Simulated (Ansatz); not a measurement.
Base system: Ta₂C (space group P-3m1, No. 164; a = 3.0949 Å, c = 4.9215 Å).

Levels (all Ansatz, a quantum-chemistry and plane-wave program, PAW): PBEsol (420 eV, no SOC); PBEsol+SOC (420 eV, spin-orbit coupling included).

The geometry is relaxed with PBEsol.

- PBEsol pressure = 0.0 GPa

### Question
What does PBEsol+SOC give at this geometry for the pressure?

### Answer
The pressure goes from zero to -0.5 GPa.

Single points use the geometry relaxed with PBEsol. The spin-orbit shifts are approximate. No phonon test of stability was made. The runs without spin-orbit coupling are not spin-polarised.
